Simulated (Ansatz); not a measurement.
Question: Name crystals whose Drude plasma energy lies between 8.4 and 13.1 eV and whose root-mean-square Fermi velocity lies between 5.5 and 8.6 ×10⁵ m/s, by r2SCAN, rigid bands (Ansatz, a program for electronic structure).

Answer: Many crystals can fit; among those computed here:
- Rh (Fm-3m): 10.5 eV, 6.9 ×10⁵ m/s
- Nb (Im-3m): 9.5 eV, 6.7 ×10⁵ m/s
- Ru (P6_3/mmc): 9.1 eV, 7.5 ×10⁵ m/s
- Os (P6_3/mmc): 8.7 eV, 8.4 ×10⁵ m/s

Metals at this level; values at 300 K, both spins, means over directions. As a rough test of the mesh, the Fermi surface's area from every second k point differs by up to 5 %. Spin-orbit coupling is left out.

The missing spin-orbit coupling matters most for Os (P6_3/mmc).
